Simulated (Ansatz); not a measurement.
A computed series for GaAs: response to strain

Consider GaAs in the zinc blende structure (space group F-43m, No. 216; a = 5.667 Å). Axes: x, y, z lie along the cube axes.

Strains are applied to the cell and any free atomic positions relax; under biaxial strain the out-of-plane vector relaxes too.

Calculations: DFT with r2SCAN, PAW potentials and a 500 eV plane-wave cutoff in Ansatz (a program for electronic structure), scalar-relativistic without spin-orbit coupling.

Notes on the quantities. energy relative to the base: free energy F.

```csv
"biaxial strain, plane normal [001], relaxed out of plane (%)",energy relative to the base (meV/atom)
0,0.0
0.5,0.4
1,1.7
1.5,3.8
2,?
2.5,10.4
3,14.8
```

Question: Fit ΔE = Aε² + Bε³ (ε in %) to the rows shown and predict the withheld row.

Answer: Least squares on the printed values gives A = 1.74 and B = -0.031 meV/atom (largest residual 0.0 meV/atom); this predicts 6.7 meV/atom, and the run gives 6.7 meV/atom, in agreement.

No phonon test of stability was made.
